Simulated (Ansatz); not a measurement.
Take NbRu (space group P2/m, No. 10; a hypothetical phase, not in the database extracts checked) as the base.

```
NbRu
1.0
    4.60376     0.00000     0.00000
    0.00000     3.06864     0.00000
   -1.55364     0.00000     6.78432
Nb Ru
3 3
Direct
  0.68981   0.00000   0.32376
  0.31019   0.00000   0.67624
  0.00000   0.00000   0.00000
  0.50000   0.50000   0.00000
  0.20530   0.50000   0.34804
  0.79470   0.50000   0.65196
```

Cartesian axes are those of the cell as printed.

(Cell as relaxed with PBE.)

Levels (all Ansatz, an electronic-structure program, PAW): PBE (420 eV, scalar-relativistic without spin-orbit coupling); PBEsol (420 eV, scalar-relativistic without spin-orbit coupling).

Each level relaxes its own structure.

```
base                  PBE    PBEsol
---------------  --------  --------
volume per atom  15.97 Å³  15.46 Å³
band gap             zero      zero
```

Perturbation: a pure shear with ε_yz = ε_zy = 0.0382, atoms relaxed at fixed cell.

| quantity | PBE | PBEsol |
|---|---|---|
| energy relative to the base (free energy F) | +15 meV/atom | +17 meV/atom |
| shortest interatomic distance | 2.592 Å | 2.562 Å |
| pressure (mean of the normal stresses, compression positive) | 1.0 GPa | 1.1 GPa |
| largest internal atomic displacement | 0.040 Å | 0.039 Å |

PBE's energy relative to the base lies 1.1 meV/atom below PBEsol's; PBE's shortest interatomic distance lies 0.030 Å above PBEsol's (1.2 %). Neither level is exact; PBEsol is the comparison here, not a measurement.

Without a gap, meshes like the base's 11×15×7 leave anisotropic stresses uncertain by several tenths of a GPa, and small strain energies with them. The cells carry an imposed strain or load. Whether these cells are dynamically stable was not tested. All final runs are without spin polarisation. An odd electron count without spin: NbRu.
